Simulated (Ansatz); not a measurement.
Start from Ge in the diamond structure (space group Fd-3m, No. 227; a = 5.7617 Å).

All numbers come from PBE (Ansatz, an electronic-structure program; PAW; 420 eV plane waves; scalar-relativistic without spin-orbit coupling).

Base values:

- Pressure = 0.0 GPa
- Band gap = zero

Modification: the cell is scaled by 1.0150 in all directions, atoms relaxed at fixed cell.

Q: Estimate the effect on the pressure, energy relative to the base and band gap.

A: The pressure goes from zero to -2.4 GPa; the energy increases by 8.4 meV/atom; the band gap stays zero.

The cells carry an imposed strain or load. No phonon test of stability was made. A zero or small gap of Ge can be the functional's error rather than a property of the material.
